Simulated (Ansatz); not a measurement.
## Hypothetical diamond Bi: pressure series

Start from Bi in the diamond structure (space group Fd-3m, No. 227; a = 7.289 Å; a hypothetical phase, not in the database extracts checked).

Cell and atoms are relaxed at each pressure.

Levels (all Ansatz, an electronic-structure program, PAW): PBE (420 eV, no spin-orbit coupling); PBEsol (420 eV, spin-orbit coupling left out).

The base cell above is that of PBE; each level relaxes its own structures.

| case | volume per atom, PBE | volume per atom, PBEsol |
|---|---|---|
| pressure −2 GPa | 52.63 Å³ | 49.45 Å³ |
| pressure −1 GPa | 50.30 Å³ | 47.56 Å³ |
| pressure 0.3 GPa | 47.92 Å³ | 45.55 Å³ |
| pressure 0.7 GPa | 47.30 Å³ | 45.03 Å³ |
| pressure 1.5 GPa | 46.18 Å³ | 44.07 Å³ |
| pressure 3 GPa | 44.37 Å³ | 42.50 Å³ |
| pressure 5 GPa | 42.43 Å³ | 40.79 Å³ |
| pressure 7.5 GPa | 40.48 Å³ | 39.05 Å³ |
| pressure 10 GPa | 38.90 Å³ | 37.63 Å³ |

PBE lies above PBEsol in every row, by 1.28 Å³ to 3.18 Å³. They put the cases in the same order.

Load acts through the strain it causes; cell and atoms are relaxed under it. Whether these cells are dynamically stable was not tested. Competing high-pressure phases were not computed.
